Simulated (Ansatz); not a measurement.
## LiF under load (space group Fm-3m): band-edge transport data

Consider the following.

```yaml
crystal:
  lattice:
    - [0.00000, 1.99313, 1.99313]
    - [1.99313, 0.00000, 1.99313]
    - [1.99313, 1.99313, 0.00000]
  atoms:
    - { symbol: Li, position: [0.00000, 0.00000, 0.00000] }
    - { symbol: F, position: [0.50000, 0.50000, 0.50000] }
```

The numbers are results of r2SCAN, rigid bands (plane waves, PAW, scalar-relativistic; Ansatz, a program for electronic structure), not measurements. Condition of this run: hydrostatic pressure of 1.2 GPa (compression positive) (the target of the relaxation). Cell: cell and atoms relaxed with PBEsol, then loaded as said.

```
Property                                                                                                                                                       Value
---------------------------------------------------------------------------------------------------------------------------------------  ---------------------------
band gap                                                                                                                                                    10.36 eV
electron conductivity mass (300 K, dilute)                                                                                                                   0.90 mₑ
hole conductivity mass (300 K, dilute)                                                                                                                        3.6 mₑ
effective density of states N_c (300 K)                                                                                                                  2.2e19 cm⁻³
effective density of states N_v (300 K)                                                                                                                  2.1e21 cm⁻³
density-of-states mass, electrons                                                                                                                            0.91 mₑ
density-of-states mass, holes                                                                                                                                19.3 mₑ
Seebeck coefficient, n-type 1e19 cm⁻³, 300 K                                                                                                               -283 μV/K
best n-type power factor at 300 K for τ = 10 fs (best axis; densities from 1e16 to 1e21 cm⁻³ tried, whether or not they can be reached)  3.9 μW/(cm·K²) at 1e20 cm⁻³
Seebeck coefficient, p-type 1e19 cm⁻³, 300 K                                                                                                                649 μV/K
```

Rigid bands; masses and Seebeck coefficients take one relaxation time τ for all states and one kind of carrier; polarons and phonon drag are left out. Spin-orbit coupling is left out. Geometry: cell and atoms relaxed with PBEsol.
